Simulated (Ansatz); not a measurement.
Cells marked so need not be the phases stable at ambient conditions, and some may be hypothetical.

 Where the default PAW files enter, the runs use the earlier of Ansatz's two default sets.

No gap correction and no spin-orbit coupling; mid-gap values are interpolated between computed energies.

A. Sr2GaSbO6 (I4/m, not sure to be the ambient phase, 10 atoms a cell, 12.7 Å³ an atom, -6 GPa at this level), along the normal of (110)
B. Zn(GaS$_{2}$)$_{2}$ (I-4, not sure to be the ambient phase, 7 atoms a cell, 21.0 Å³ an atom), along the normal of (110)
C. BiTeI (P3m1, not sure to be the ambient phase, 3 atoms a cell, 37.1 Å³ an atom), along the normal of (100)
D. NaCoO2 (R-3m, not sure to be the ambient phase, 4 atoms a cell, 9.3 Å³ an atom), along the normal of (100)

Order them by mid-gap decay constant of the slowest evanescent state (highest first) at the level PBEsol (Ansatz, a program for electronic structure).

D (0.24 1/Å), A (0.20 1/Å), B (0.16 1/Å), C (0.11 1/Å)
